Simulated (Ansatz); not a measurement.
We consider LaN (P6₃mc, No. 186, 4 atoms in the cell; start mp-567290; a measured phase of this formula has another space group), described by dielectric-dependent PBEsol hybrid in Ansatz (PAW).

Input file:

Ansatz 0.2 input:
```yaml
crystal:
  lattice:
    - [4.1150442992, 0.0, 0.0]
    - [-2.0575221496, 3.5637329008, 0.0]
    - [0.0, 0.0, 5.8115505783]
  atoms:
    - { symbol: La, position: [0.3333333333, 0.6666666667, 0.994974533] }
    - { symbol: La, position: [0.6666666667, 0.3333333333, 0.494974533] }
    - { symbol: N, position: [0.3333333333, 0.6666666667, 0.415025467] }
    - { symbol: N, position: [0.6666666667, 0.3333333333, 0.915025467] }
  host: atoms
basis:
  ecutwfc: 460
  ecutrho_ratio: 4
  xc_grid: 2
kpoints:
  mp_grid: { grid: [9, 9, 4] }
hamiltonian:
  xc:
    exchange: pbesol
    correlation: pbesol
    exx: { coeff: inverse_dielectric }
  dispersion: none
  pseudopotentials: { kind: paw }
scf:
  occupations: { method: fermi_dirac, width: 0.01 }
  convergence: { dr2_threshold: 0.0000000004 }
output:
  forces: true
  stress: true
  eigenvalues: true
```

Output (set-up and result lines):

```
WARN output.stress: scf.exx.energy_threshold = 1e-6 eV is looser than the 4e-8 eV advised for a stress under a hybrid functional (1e-8 eV for each atom of the …
Crystal: 4 atoms, lattice volume = 85.226 Å³
Basis set: ecut = 460 eV, 1911 PW (Γ), exchange–correlation on 60×60×90 points (8 copies of the dense FFT grid, shifted against one another)
Bands: 20, of which v1, the nominal top of the filled ones, is band 16 counted from 1 (15 counted from 0)
Symmetry: 12 space group operations
Space group: P63mc (ITA 186), of the structure as read, at distance tolerance 4.4e-5 Å
k-points: 36 of 324 (time reversal used)
SCF iter   1: F=—  HF=-13084.886355 eV  |F-HF|=—  |Δ(HF+E_count)|=         —  Δρ=1.14e-2  dr2=1.29e-1
SCF iter   2: F=—  HF=-13084.870893 eV  |F-HF|=—  |Δ(HF+E_count)|=   1.55e-2  Δρ=4.09e-3  dr2=1.93e-2
  ...
Crystal: 4 atoms, lattice volume = 85.226 Å³
Initial density: handed on by an earlier stage of this run
Functional: x = 0.8631027630953461 pbesol(κ = 0.804, μ = 0.12345679012345678) + 0.13689723690465397 exact, c = pbesol(β = 0.046)
Crystal: 4 atoms, lattice volume = 85.226 Å³
SCF iter   6: F=—  HF=-13117.563867 eV  |F-HF|=—  |Δ(HF+E_count)|=   3.62e-9  Δρ=9.16e-7  dr2=9.07e-10
SCF iter   7: F=-13117.563867 eV  HF=-13117.563867 eV  |F-HF|=3.82e-11  |Δ(HF+E_count)|=  2.18e-10  Δρ=1.71e-7  dr2=8.17e-11
SCF 3 converged in 7 iterations: F = -13117.563867 eV  dr2 = 8.17e-11
Free energy (F): -13117.563867 eV
Internal energy: -13117.563867 eV  (E = F + TS)
E sigma→0 (E₀):  -13117.563867 eV
Fermi energy:    10.312702 eV
--- Forces (eV/Å), atoms counted from 1 ---
  atom   1  La     0.00000000    -0.00000000     0.00662169
  atom   2  La     0.00000000     0.00000000     0.00662169
  atom   3  N      0.00000000    -0.00000000    -0.00660954
  atom   4  N      0.00000000     0.00000000    -0.00660954
--- Stress (GPa, compression-positive) ---
       -0.017061       0.000000       0.000000
        0.000000      -0.017061       0.000000
        0.000000       0.000000      -0.216643
  P = ⅓ Tr σ = -0.0836 GPa (-0.836 kbar)
```

The PAW data were made under PBE.

The result took very roughly 7 core-minutes.

A start named mp-… is a Materials Project structure, which need not be a measured phase.

Ansatz is a program for electronic structure.
